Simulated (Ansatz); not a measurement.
A calculation on double-hcp La returned lattice constant a 3.660 Å, lattice parameter c 11.727 Å, equilibrium volume per atom 34.00 Å³/atom, bulk modulus 26.9 GPa.

For reference: lattice constant a 3.774 Å (measured, 293 K, not corrected to a static lattice; as tabulated in Wikipedia's data pages); lattice parameter c 12.171 Å (measured, 293 K, not corrected to a static lattice; as tabulated in Wikipedia's data pages); bulk modulus 27.9 GPa (measured, room temperature, not corrected to a static lattice; as tabulated in Wikipedia's data pages).

Task: Which level of theory produced these numbers?
(A) rVV10 (Ansatz, an electronic-structure program)
(B) r²SCAN-D4 (Ansatz)
(C) PBEsol+SOC (Ansatz)
(D) PBE-D4 (Ansatz)

Result: C, PBEsol+SOC (Ansatz)

The others give: PBE-D4 3.703 Å, 11.873 Å, 35.25 Å³/atom, 25.6 GPa; rVV10 3.780 Å, 12.148 Å, 37.58 Å³/atom, 28.1 GPa; r²SCAN-D4 3.762 Å, 11.975 Å, 36.70 Å³/atom, 23.0 GPa.

Unless a cell is named, each level is at its own relaxed cell (PBE-D4 35.25, PBEsol+SOC 34.00, r²SCAN-D4 36.69, rVV10 37.58 Å³/atom).

Ansatz's density-functional and Hartree–Fock values are scalar-relativistic unless marked +SOC, with PAW data made under PBE.
